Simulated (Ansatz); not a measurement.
**ScOF (model structure, P2₁, No. 4, 12 atoms in the cell)**

Level of theory: r²SCAN+rVV10 in Ansatz (PAW).

Settings: plane-wave cutoff 560 eV, 8×8×6 k mesh (along the axes of the cell as run), Fermi–Dirac smearing 0.01 eV, scalar-relativistic PAW data made under PBE.

Cell (relaxed at this level):

ScFO is modelled in the monoclinic space group P2₁ (No. 4), Pearson symbol mP12. Lattice parameters: a = 5.0226 Å, b = 5.0604 Å, c = 5.2022 Å, α = 90.00°, β = 93.35°, γ = 90.00°. Sc1 on 2a has 3 O at 1.996–2.140 Å and 1 O at 2.251 Å and 3 F at 2.210–2.267 Å. Sc2 on 2a is coordinated by 1 O at 1.993 Å and 2 O at 2.107–2.169 Å and 4 F at 2.116–2.192 Å. F1 on 2a is coordinated by 3 Sc at 2.122–2.267 Å (trigonal planar). O1 on 2a is coordinated by 3 Sc at 1.993–2.055 Å (trigonal planar). F2 on 2a is coordinated by 4 Sc at 2.116–2.232 Å. O2 on 2a is surrounded by 4 Sc at 2.107–2.251 Å. (Neighbours: up to the widest gap in distance over summed covalent radii, below 1.35, at either atom; cation-cation and far metal-metal contacts left out.)

| Property | Result |
|---|---|
| band gap | 4.92 eV (indirect) |
| smallest direct gap on the k points sampled | 5.10 eV |
| Γ–Γ gap | 5.34 eV |

Note: the relaxation could raise the start's symmetry but not lower it, so the cell can be a saddle point.

The computed numbers hold no vibrational or temperature effects.

The result took around 5 core-minutes (rough).

A model structure was made by putting elements into a prototype or built by hand; it is no filed structure, need not be a known phase, and can be a saddle point held by its symmetry.

Ansatz is a quantum-chemistry and plane-wave program.
